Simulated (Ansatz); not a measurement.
## alpha quartz: the defect Ge on the Si site (broken-bond start)

These are PBE, PAW (plane waves to 420 eV; Ansatz, a quantum-chemistry and plane-wave program) values and carry that method's errors. A 2×2×2 supercell of 72 sites was used; the energies come from a 2×2×2 Γ-centred sampling of its zone. Sites at the start: the Si site; started 0.95 Å off site, one bond broken. Charged cells carry a point-charge image correction with potential alignment at far atoms. Dielectric constants: PBE linear response of the host. Host gap at this level: 5.68 eV. Finite-size and sampling errors can reach tenths of an eV here. Levels are measured in PBE's own, too narrow, gap. Spin–orbit coupling is left out. Each state is the lowest found from its start.

```
charge         moment (μB)  point group  largest move off a lattice site (Å)  image correction with alignment (eV)
------  ------------------  -----------  -----------------------------------  ------------------------------------
0       not spin-polarised           C2                                 0.21                                  0.00
−1                     1.0           C1                                 0.69                                  0.31
```

Point groups are those of the whole cell at tolerances of 0.03 and 0.1 Å ("near" where only the looser one holds); none is given for unsettled states.

No other site or start that was run ended lower by more than 0.1 eV.

Transition levels above the valence-band maximum: ε(0/−1) = 5.46 eV. On the lower envelope of the bound states, inside the gap: (0/−1) at 5.46 eV.

Flagged in the runs: a host whose relaxation on this sampling wasn't shown to rest, a strain field that reaches the edge of the cell.
